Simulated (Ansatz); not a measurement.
# SnGe (model structure, Pmma, No. 51, 4 atoms in the cell): properties by level of theory

```
level (code)     bulk modulus B0 (GPa)  cohesive energy (eV/atom)
---------------  ---------------------  -------------------------
LDA (Ansatz)                      54.9                       4.20
PBE (Ansatz)                      44.4                       3.39
PBEsol (Ansatz)                   51.2                       3.79
```

Caveats: the bulk modulus is −V dP/dV from two relaxed cells at ±2 % in volume (LDA, PBE, PBEsol). Ansatz's density-functional and Hartree–Fock values are scalar-relativistic unless marked +SOC, with PAW data made under PBE.

Unless a cell is named, each level is at its own relaxed cell (LDA 27.83, PBE 30.11, PBEsol 28.66 Å³/atom).

Free atoms are spin-polarised, in the lowest state found; at levels without +SOC their spin–orbit coupling is left out.

Computed values are for the static lattice.

A model structure was made by putting elements into a prototype or built by hand; it is no filed structure, need not be a known phase, and can be a saddle point held by its symmetry.

Ansatz is an electronic-structure program.
